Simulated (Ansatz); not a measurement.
System: ZnSnN2 (model structure, started from the MgZrN2 type, I4₁/amd, No. 141, 8 atoms in the cell). Method: PBEsol (PAW; Ansatz, a quantum-chemistry and plane-wave program).

Run with plane-wave cutoff 520 eV, 12×12×12 k mesh, Fermi–Dirac smearing 0.01 eV, scalar-relativistic PAW data made under PBE.

Cell (relaxed at this level):

```cif
data_N8Sn4Zn4
_chemical_formula_sum 'Zn4 Sn4 N8'
_space_group_name_H-M_alt 'I41/amd :1'
_space_group_IT_number 141
_space_group_name_Hall 'I 4bw 2bw -1bw'
_cell_length_a 4.39235
_cell_length_b 4.39235
_cell_length_c 9.30675
_cell_angle_alpha 90.000
_cell_angle_beta 90.000
_cell_angle_gamma 90.000
loop_
_atom_site_label
_atom_site_type_symbol
_atom_site_symmetry_multiplicity
_atom_site_Wyckoff_symbol
_atom_site_fract_x
_atom_site_fract_y
_atom_site_fract_z
_atom_site_occupancy
Zn1 Zn 4 b 0.00000 0.00000 0.50000 1
Sn1 Sn 4 a 0.00000 0.00000 0.00000 1
N1 N 8 e 0.00000 0.00000 0.23399 1
```
(The calculation used a cell of 8 atoms; values per cell refer to that cell.)

Problem. What does this level give for the bulk modulus B0?

Solution. 
bulk modulus B0: 152 GPa

The run finds no gap.

Note: the bulk modulus is −V dP/dV from two relaxed cells at ±2 % in volume; the relaxation could raise the start's symmetry but not lower it, so the cell can be a saddle point.

Spin–orbit coupling is not included; it can open a gap where bands touch, and shift volumes and moduli.

The computed numbers hold no vibrational or temperature effects.

The result took roughly 10 core-minutes.

A model structure was made by putting elements into a prototype or built by hand; it is no filed structure, need not be a known phase, and can be a saddle point held by its symmetry.
